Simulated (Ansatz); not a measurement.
The reference is BAs in the rock salt structure (space group Fm-3m, No. 225; a = 4.614 Å; a hypothetical phase, not in the database extracts checked).

(Cell as relaxed with PBE.)

Levels (all Ansatz, a program for electronic structure, PAW): PBE (420 eV, no spin-orbit coupling); PBEsol (420 eV, scalar-relativistic without spin-orbit coupling).

Each level relaxes its own structure.

```json
[
 {"quantity": "volume per atom", "PBE": "12.28 Å³", "PBEsol": "11.90 Å³"},
 {"quantity": "lattice parameter a", "PBE": "4.614 Å", "PBEsol": "4.567 Å"},
 {"quantity": "band gap", "PBE": "zero", "PBEsol": "zero"}
]
```

PBE's volume per atom lies 0.372 Å³ above PBEsol's (3.1 %); PBE's lattice parameter a lies 0.047 Å above PBEsol's (1.0 %); the two agree on the band gap. Neither level is exact; PBEsol is the comparison here, not a measurement.

Whether these cells are dynamically stable was not tested. All final runs are without spin polarisation.
